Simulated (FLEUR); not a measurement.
A self-consistent single point of LaGe₃Ir (I4mm, 5 atoms in the cell) with FLEUR.

Method of the run: FLEUR with PBEsol, all-electron FLAPW (FLEUR), scalar-relativistic valence.

The change in words: lattice scaled by 0.98. Reference geometry:
```yaml
crystal:
  lattice:
    - [-2.22450, 2.22450, 5.05379]
    - [2.22450, -2.22450, 5.05379]
    - [2.22450, 2.22450, -5.05379]
  atoms:
    - { symbol: La, position: [0.57853, 0.57853, 0.00000] }
    - { symbol: Ge, position: [0.34263, 0.84263, 0.50000] }
    - { symbol: Ge, position: [0.84263, 0.34263, 0.50000] }
    - { symbol: Ge, position: [0.00049, 0.00049, 0.00000] }
    - { symbol: Ir, position: [0.23877, 0.23877, 0.00000] }
```

Reference input (self-consistent single point, DFT, PBEsol, all-electron FLAPW (FLEUR), scalar-relativistic valence): Kmax = 3.8 1/bohr; GmaxXC = 15.2 1/bohr; xcFunctional = PBEs; jspins = 1; l_soc = F; mode = hist; fermiSmearingEnergy = 0.00367493 Htr; mesh (inpgen div1-3) = 6 6 6; inpgen gamma flag = true; Gmax = 15.2 1/bohr; numbands = 0; maxIterBroyd = 40. This run's input differs from it in these lines:

```diff
@@ -3,5 +3,5 @@
 &input film=f /
--4.2037033231 4.2037033231 9.5502714325
-4.2037033231 -4.2037033231 9.5502714325
-4.2037033231 4.2037033231 -9.5502714325
+-4.1196294078 4.1196294078 9.3592654747
+4.1196294078 -4.1196294078 9.3592654747
+4.1196294078 4.1196294078 -9.3592654747
 1.0
@@ -47,5 +47,5 @@
          <bravaisMatrix>
-            <row-1>   -4.2037033231000001     4.2037033231000001     9.5502714325000007</row-1>
-            <row-2>    4.2037033231000001    -4.2037033231000001     9.5502714325000007</row-2>
-            <row-3>    4.2037033231000001     4.2037033231000001    -9.5502714325000007</row-3>
+            <row-1>   -4.1196294077999998     4.1196294077999998     9.3592654747000008</row-1>
+            <row-2>    4.1196294077999998    -4.1196294077999998     9.3592654747000008</row-2>
+            <row-3>    4.1196294077999998     4.1196294077999998    -9.3592654747000008</row-3>
          </bravaisMatrix>
```

Output (repeated stretches shortened):

```
 Iteration:     1   Distance:       8.53426640 me/bohr^3
 Iteration:     2   Distance:       7.79657046 me/bohr^3
 Iteration:     3   Distance:       6.26265362 me/bohr^3
 Iteration:     4   Distance:       4.17322011 me/bohr^3
 Iteration:     5   Distance:       3.13357415 me/bohr^3
   [... 12 lines left out ...]
 Iteration:    18   Distance:       0.00015152 me/bohr^3
 Iteration:    19   Distance:       0.00007685 me/bohr^3
 Iteration:    20   Distance:       0.00001057 me/bohr^3
 Iteration:    21   Distance:       0.00000783 me/bohr^3
 Reset of history
 Run finished successfully
 Stop message:
   Structural relaxation: new displacements generated

[file out, last iteration]
             iter=     22
[...]
          total density-effective poten   -5.5646559826E+04
          total charge density-energy d   -7.7988301299E+02
 Updated energy parameters for spin:           1
[...]
 fermi energy and band-weighting factors:

[...]
FERMIE:
          first approx. to ef    (T=0)  :   0.452326 htr   (energy of the highest occ. eigenvalue)
          number of occ. states  (T=0)  :       1018
          first approx. to seigv (T=0)  : -17.235783 htr
          sum of weights of occ. states :  34.000000
          sum of semicore charge        :   0.000000 e
FERHIS:  Fermi-Energy by histogram:
          bandgap                     :   0.002349 htr
   [... lines left out ...]
          charge neutrality (T=0)     :   0.000000    (zero if the highest occ. eigenvalue is "entirely" occupied)
     EF_NEWTON:  Adjust Fermi-Energy by Newton-Method.
 Direct bandgap for spin            1 :    1.3582166645737415E-002  Htr
 ---->    free energy=                    -32640.3296333773 htr
   [... lines left out ...]
 TOTAL FORCE FOR ATOM TYPE=  2  X=  0.000   Y=  4.120   Z= -2.946
                       FX_TOT= 0.000000 FY_TOT= 0.000000 FZ_TOT= 0.003163
 TOTAL FORCE FOR ATOM TYPE=  3  X=  0.000   Y=  0.000   Z=  0.009
                       FX_TOT= 0.000000 FY_TOT= 0.000000 FZ_TOT=-0.005004
 TOTAL FORCE FOR ATOM TYPE=  4  X=  0.000   Y=  0.000   Z=  4.469
                       FX_TOT= 0.000000 FY_TOT= 0.000000 FZ_TOT=-0.004085
```

The run converged in 21 iterations. FLEUR gives forces in its relaxation mode, with a further iteration, so its stop message speaks of a relaxation. Against the reference run the free energy rises by 10.9 meV/atom and the largest force goes from 0.082 to 0.257 eV/Å.

The starting cell comes from a database of computed structures (which also holds hypothetical and non-ambient phases and stackings), without a prior relaxation at this level. Its lattice was rescaled by a random factor within 2.5 % of one. For this run, on top of that: lattice scaled by 0.98. Spin-orbit coupling is off. Spin polarisation is off. Values depend on the basis (sphere radii, cutoffs, local orbitals), which need not be converged. The log's line on a gap gives a spacing of levels on this mesh, which the program prints for metals too.

Cost on one core of a shared machine: roughly 4 min.
